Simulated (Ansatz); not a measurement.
The starting structures come from a database of crystals and need not be the phases stable at ambient conditions.

 Where the default PAW files enter, the runs use the earlier of Ansatz's two default sets.

```
AlH3
1.0
    4.40740     0.00000     0.00000
   -2.20370     3.81692     0.00000
    2.20370     1.27231     3.90353
Al H
2 6
Direct
  0.00000   0.00000   0.00000
  0.00000   0.50000   0.50000
  0.86738   0.75000   0.75000
  0.13262   0.25000   0.25000
  0.50000   0.11738   0.75000
  0.50000   0.88262   0.25000
  0.13262   0.38262   0.75000
  0.86738   0.61738   0.25000
```

Space group of this cell: R-3c. The cell is taken as given.

Transport runs along the normal of the first two printed cell vectors, the (001) plane of the conventional cell.

The gap is the functional's own. No spin-orbit coupling. Mid-gap values are interpolated on the energy grid.

Task: State the band gap and the smallest decay constant κ at mid-gap according to r2SCAN (Ansatz, an electronic-structure program).

Result: Gap 3.15 eV on a 10×10×10 mesh; κ = 0.247 1/Å, at the zone centre.
